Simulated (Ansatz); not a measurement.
Consider Os in the hcp (Mg type) structure (space group P6_3/mmc, No. 194; a = 2.738 Å, c = 4.319 Å; relaxed with 0.1 eV smearing). Axes: x lies along a and z along c of the hexagonal cell.

Computed with r2SCAN (Ansatz, an electronic-structure program; PAW; 500 eV plane waves; spin-orbit coupling left out), earlier PAW set.

The change: the cell is compressed by 1.02 % along y with no lateral relaxation, atoms relaxed at fixed cell.

Question: Predict the stress tensor and what it implies for the stiffness.

Answer: Stress of the strained cell less that of the base (GPa, compression positive):
```
    2.5     0.0     0.0
    0.0     8.3     0.0
    0.0     0.0     2.4
```

Then −Δσ_ii/ε with ε = -0.0102 gives relaxed-ion elastic constants: C22 ≈ 817 GPa, C12 ≈ 246 GPa and C23 ≈ 240 GPa.

Whether these cells are dynamically stable was not tested. All final runs are without spin polarisation.
